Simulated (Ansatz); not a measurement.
An Ansatz (a quantum-chemistry and plane-wave program) input (PBEsol (Ansatz, PAW, scalar-relativistic without spin-orbit coupling), earlier PAW set):

Ansatz 0.2 input:
```yaml
crystal:
  lattice:
    - [3.2470691628, 0, 0]
    - [0, 3.2470691628, 0]
    - [0, 0, 3.2470691628]
  atoms:
    - { symbol: Hg, position: [0, 0, 0] }
    - { symbol: W, position: [0.5, 0.5, 0.5] }
basis: { ecutwfc: 420, ecutrho_ratio: 4, xc_grid: 2, fft_grid_basis: typed }
kpoints: { mp_grid: { grid: [14, 14, 14] } }
hamiltonian:
  xc: pbesol
  dispersion: none
  pseudopotentials: { azcp: { folder: ./paw }, kind: paw }
scf: { occupations: { method: fermi_dirac, width: 0.05 }, convergence: { dr2_threshold: 0.0000000002 } }
output: { forces: true, stress: true }
checkpoint: { write: state.ck, write_every: 1000 }
```

Question: Which symmetry and how many k-points will the program report, and about how many plane waves at Γ?

Answer: Space group Pm-3m (ITA 221) with 48 operations, k-points 120 of 2744, and 691 plane waves at Γ.

No phonon test of stability was made. The final runs are not spin-polarised. The cell was made from HgS by this change: S → W; the result is a hypothetical phase, not in the database extracts checked. No dispersion term is included in the PBEsol runs. HgW has a high density of states at the Fermi level and may be magnetic at this level.
